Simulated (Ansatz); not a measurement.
The starting structures come from a database of crystals and need not be the phases stable at ambient conditions.

 Where the default PAW files enter, the runs use the earlier of Ansatz's two default sets.

## Evanescent states of BeTe (P6_3mc, wurtzite, not sure to be the ambient phase, 4 atoms a cell, 22.8 Å³ an atom) along the normal of (110)

The numbers are results of r2SCAN (plane waves, PAW; Ansatz, an electronic-structure program), not measurements.

The gap is the functional's own. No spin-orbit coupling. Mid-gap values are interpolated on the energy grid.

Energies count from the valence-band top; κ is the least over a 6×6 mesh across the current.

| E (eV) | κ (1/Å) | where |
|---|---|---|
| 0.07 | 0.052 | Γ |
| 0.20 | 0.089 | Γ |
| 0.33 | 0.112 | Γ |
| 0.46 | 0.130 | Γ |
| 0.58 | 0.144 | Γ |
| 0.71 | 0.156 | Γ |
| 0.84 | 0.166 | Γ |
| 0.97 | 0.174 | Γ |
| 1.10 | 0.181 | Γ |
| 1.24 | 0.187 | Γ |
| 1.36 | 0.192 | Γ |
| 1.50 | 0.185 | Γ |
| 1.62 | 0.176 | Γ |
| 1.75 | 0.165 | Γ |
| 1.89 | 0.153 | Γ |
| 2.02 | 0.140 | Γ |
| 2.15 | 0.124 | Γ |
| 2.27 | 0.105 | Γ |
| 2.40 | 0.081 | Γ |
| 2.54 | 0.043 | Γ |

Task: How thick must the barrier be to attenuate the transmission by 10^8 when the electrodes' Fermi level lies at 1.50 eV, and what attenuation does that film give at 0.46 eV?

Result: d = 8 ln 10 / (2 × 0.185) = 49.8 Å. At 0.46 eV it gives 8 × 0.130/0.185 = 5.6 decades.
